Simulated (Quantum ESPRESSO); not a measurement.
A self-consistent single point of CoAl (P4mm, 2 atoms in the cell) with Quantum ESPRESSO.

Method: PBEsol, SSSP 1.1.2 efficiency (PBE) pseudopotentials (plane waves; Quantum ESPRESSO).

```xyz
2
Lattice="2.8514 0.0000 0.0000 0.0000 2.8514 0.0000 0.0000 0.0000 2.8514" Properties=species:S:1:pos:R:3 pbc="T T T"
Al     1.4257     1.4257     1.4757
Co     0.0000     0.0000     0.0000
```

Reference input (self-consistent single point, DFT, PBEsol, plane waves, SSSP 1.1.2 efficiency (PBE) pseudopotentials): ecutwfc = 50 Ry; ecutrho = 400 Ry; occupations = smearing; smearing = gauss; degauss = 0.0073499 Ry; input_dft = pbesol; potentials = {Al: Al.pbe-n-kjpaw_psl.1.0.0.UPF, Co: Co_pbe_v1.2.uspp.F.UPF}; K_POINTS = automatic 8 8 8 0 0 0; conv_thr = 1e-09 Ry. This run's input differs from it in these lines:

```diff
@@ -17,4 +17,4 @@
   occupations = 'smearing'
-  smearing = 'gauss'
-  degauss = 0.0073499
+  smearing = 'cold'
+  degauss = 0.00147
   input_dft = 'pbesol'
@@ -31,3 +31,3 @@
 K_POINTS automatic
-8 8 8  0 0 0
+13 13 13  0 0 0
```

The program printed (abridged):

```
     Self-consistent Calculation

     iteration #  1     ecut=    50.00 Ry     beta= 0.70

     total energy              =    -324.67790685 Ry
     estimated scf accuracy    <      17.17754403 Ry

     iteration #  2     ecut=    50.00 Ry     beta= 0.70

     total energy              =    -335.48587010 Ry
     estimated scf accuracy    <      47.16200201 Ry

     iteration #  3     ecut=    50.00 Ry     beta= 0.70

     total energy              =    -336.66684797 Ry
     estimated scf accuracy    <       8.75932258 Ry

   [... 21 blocks of this kind left out ...]

     iteration # 25     ecut=    50.00 Ry     beta= 0.70

     total energy              =    -336.80594721 Ry
     estimated scf accuracy    <       0.00000002 Ry

     iteration # 26     ecut=    50.00 Ry     beta= 0.70
     End of self-consistent calculation

     Number of k-points >= 100: set verbosity='high' to print the bands.

     the Fermi energy is    14.1760 ev

!    total energy              =    -336.80594722 Ry
     estimated scf accuracy    <          4.5E-10 Ry
     smearing contrib. (-TS)   =       0.00000477 Ry
     internal energy E=F+TS    =    -336.80595198 Ry

     convergence has been achieved in  26 iterations

     Forces acting on atoms (cartesian axes, Ry/au):

     atom    1 type  1   force =     0.00000000    0.00000000   -0.01383333
     atom    2 type  2   force =     0.00000000    0.00000000    0.01383333

     Total force =     0.019563     Total SCF correction =     0.000024

          total   stress  (Ry/bohr**3)                   (kbar)     P=      -57.81
  -0.00038976   0.00000000   0.00000000          -57.34        0.00        0.00
   0.00000000  -0.00038976   0.00000000            0.00      -57.34        0.00
   0.00000000   0.00000000  -0.00039942            0.00        0.00      -58.76

   JOB DONE.
```

The run converged in 26 iterations. Against the reference run the free energy drops by 1.6 meV/atom, the pressure goes from -5.66 to -5.78 GPa and the largest force stays at 0.356 eV/Å. The full log also holds: “WARNING: integrated charge=    19.99999694, expected=    20.00000000”. The full log also holds: “WARNING: integrated charge=    20.00000521, expected=    20.00000000”.

The starting cell has typed, rounded lattice constants, without a prior relaxation at this level. Its lattice was rescaled by up to half a per cent. One atom was moved a little off its site on purpose. Spin polarisation is off. With a pressure of about -6 GPa the cell is away from its equilibrium volume at this level.

Cost on one core of a shared machine: roughly 60 s.
